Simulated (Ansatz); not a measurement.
Base system: ZnS in the zinc blende structure (space group F-43m, No. 216; a = 5.357 Å).

All numbers come from Kohn–Sham DFT with the PBEsol functional, run in Ansatz (an electronic-structure program) with PAW and 420 eV plane waves, no spin-orbit coupling.

For the base:

| Quantity | Value |
|---|---|
| Lattice parameter a | 5.357 Å |
| Hole mass | 0.18, 0.68, 0.68 mₑ (at Γ) |

One thing is altered: a hydrostatic pressure of 9 GPa.

What does the calculation give for the lattice parameter a after the change?

The lattice parameter a falls by 0.1632 Å, from 5.357 Å to 5.193 Å.

What happens to the mean gap deformation potential ΔEg/Δln V?

The mean gap deformation potential ΔEg/Δln V amounts to -4.4 eV.

Predict the new hole mass.

The hole mass (degenerate bands, along [100]) becomes 0.20, 0.59, 0.59 mₑ (at Γ) (base: 0.18, 0.68, 0.68 mₑ (at Γ)).

Load acts through the strain it causes; cell and atoms are relaxed under it. Effective masses come from finite differences of ±0.01 Å⁻¹. Stability against distortions was not tested. Tetrahedral semiconductors of this kind turn to denser phases somewhere between about 1 and 50 GPa; those were not computed, so compressed cells here can lie past the real transition.
